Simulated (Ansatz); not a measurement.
The starting structures come from a database of crystals and need not be the phases stable at ambient conditions.

```
CELL_PARAMETERS angstrom
      6.47399     0.00000     0.00000
      0.00000     7.73126     0.00000
      3.23700     3.86563     3.23700
ATOMIC_POSITIONS crystal
  Li 0.50000 0.75000 0.00000
  Li 0.50000 0.25000 0.00000
  Ge 0.00000 0.50000 0.00000
  Pb 0.00000 0.00000 0.00000
  S  0.00000 0.13595 0.39934
  S  0.39934 0.86405 0.60066
  S  0.00000 0.53530 0.60066
  S  0.60066 0.46470 0.39934
```

Space group of this cell: I-42m. The cell was relaxed by PBE-D3(BJ); by r2SCAN its mean pressure is 1.1 GPa.

Transport runs along the normal of the first two printed cell vectors, the (100) plane of the conventional cell.

The gap is the functional's own, uncorrected, and κ follows it; spin-orbit coupling is left out. Mid-gap values are interpolated between the computed energies.

Question: Predict the band gap and the smallest decay constant κ at mid-gap from r2SCAN in Ansatz (a first-principles code).

Answer: Gap 2.62 eV on a 10×10×10 mesh; κ = 0.211 1/Å, at (0.333, 0.000) of the in-plane reciprocal vectors. At the zone centre, at the nearest computed energy, the slowest state has κ = 0.26 1/Å.
